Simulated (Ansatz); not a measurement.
Start from TiB$_{2}$ (space group P6/mmm, No. 191; a = 3.032 Å, c = 3.224 Å).

(Cell as relaxed with PBE.)

Levels (all Ansatz, a quantum-chemistry and plane-wave program, PAW): PBE (420 eV, no SOC); r2SCAN (500 eV, no spin-orbit coupling).

Each level relaxes its own structure.

```csv
base,PBE,r2SCAN
volume per atom,8.56 Å³,8.51 Å³
lattice parameter a,3.032 Å,3.025 Å
band gap,zero,zero
```

Modification: a fraction x = 0.25 of the Ti sites is given to Hf, ordered in a cell of 12 atoms (starting symmetry Immm) and fully relaxed.

| quantity | PBE | r2SCAN |
|---|---|---|
| shortest interatomic distance | 1.743 Å | 1.738 Å |
| mixing energy (to 0.01 eV only: unlike meshes or grids) | +0.02 eV/atom | +0.02 eV/atom |

PBE's shortest interatomic distance lies 0.0044 Å above r2SCAN's (0.3 %); the two agree on the mixing energy. Neither level is exact; r2SCAN is the comparison here, not a measurement.

Each cell is one ordered arrangement of few atoms, which overstates ordering effects compared with a random alloy. Whether these cells are dynamically stable was not tested. The final runs are not spin-polarised.
